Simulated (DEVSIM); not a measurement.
Device: abrupt Si n-p junction, at 350 K.

Layer 1 from the left is Si, thickness (μm) 30.0, Nd (cm⁻³) 4.4e17, τn (s) 7.2e-5, τp (s) 7.2e-5. Layer 2 from the left is Si, thickness (μm) 1.20, Na (cm⁻³) 3.6e15, τn (s) 7.2e-5, τp (s) 7.2e-5.

Left contact: ohmic. Right contact: ohmic. Voltage is applied to the left contact. Recombination: SRH at mid-gap, radiative, Auger. Mobility is constant in doping.

The device is made up for the run: typed textbook-type constants, with dimensions and the other settings drawn at random. Values at 300 K; Nc and Nv go as T^1.5, mobilities as T to minus their exponent, the gap by Varshni's rule with the affinity fixed.

Si: gap (eV) 1.124, affinity (eV) 4.05, permittivity 11.7, Nc (cm⁻³) 2.86e19, Nv (cm⁻³) 3.1e19, μn (cm²/Vs) 1417, μp (cm²/Vs) 470, T exponent of μn 2.3, T exponent of μp 2.2, B (cm³/s) 4.7e-15, Cn (cm⁶/s) 2.8e-31, Cp (cm⁶/s) 9.9e-32, Varshni α (eV/K) 0.000473, Varshni β (K) 636.

### Question
Estimate by hand the built-in potential, the peak field at zero bias, the capacitance at 0.6 V, and compare with a numerical solution.

### Answer

- Built-in potential: ni = √(Nc Nv) exp(−Eg/2kT) = 3.78e11 cm⁻³ with Eg = 1.111 eV; Vbi = kT/q ln(Na Nd/ni²) = 0.698 V; numerical 0.698 V.
- Peak field at zero bias: depletion approximation: W = √(2εVbi/(qN)) = 0.503 μm with N = 3.57e15 cm⁻³; field = 2Vbi/W = 27800 V/cm; numerical 44400 V/cm (estimate below by 38 %).
- Capacitance at 0.6 V: C = √(qεN / 2(Vbi + |V|)) = 15.1 nF/cm²; numerical 15.7 nF/cm² (estimate below by 3.6 %).

Simulated with DEVSIM: 1D drift-diffusion, Boltzmann statistics, complete ionisation; no tunnelling, impact ionisation, image-force lowering or self-heating.
